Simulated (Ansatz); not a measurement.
The starting structures come from a database of crystals and need not be the phases stable at ambient conditions.

 Where the default PAW files enter, the runs use the earlier of Ansatz's two default sets.

## Evanescent states of BaO (P6_3/mmc, NiAs type, not sure to be the ambient phase, 4 atoms a cell, 21.0 Å³ an atom, -4 GPa at this level) along the normal of (110)

These are PBEsol (plane waves, PAW; Ansatz, a first-principles code) values and carry that method's errors.

The gap is the functional's own. No spin-orbit coupling. Mid-gap values are interpolated on the energy grid.

Energies count from the valence-band top; κ is the least over a 6×6 mesh across the current.

```tsv
E (eV)	κ (1/Å)	where
0.07	0.159	Γ
0.20	0.238	Γ
0.33	0.289	Γ
0.46	0.320	Γ
0.58	0.320	Γ
0.71	0.320	Γ
0.84	0.318	Γ
0.97	0.315	Γ
1.10	0.311	Γ
1.24	0.306	Γ
1.36	0.300	Γ
1.50	0.293	Γ
1.62	0.285	Γ
1.75	0.270	Γ
1.89	0.245	Γ
2.02	0.215	Γ
2.15	0.180	Γ
2.27	0.134	Γ
2.40	0.057	Γ
```

**Question.** How thick must the barrier be to attenuate the transmission by 10^6 when the electrodes' Fermi level lies at 2.15 eV, and what attenuation does that film give at 1.62 eV?

**Answer.** d = 6 ln 10 / (2 × 0.180) = 38.4 Å. At 1.62 eV it gives 6 × 0.285/0.180 = 9.5 decades.
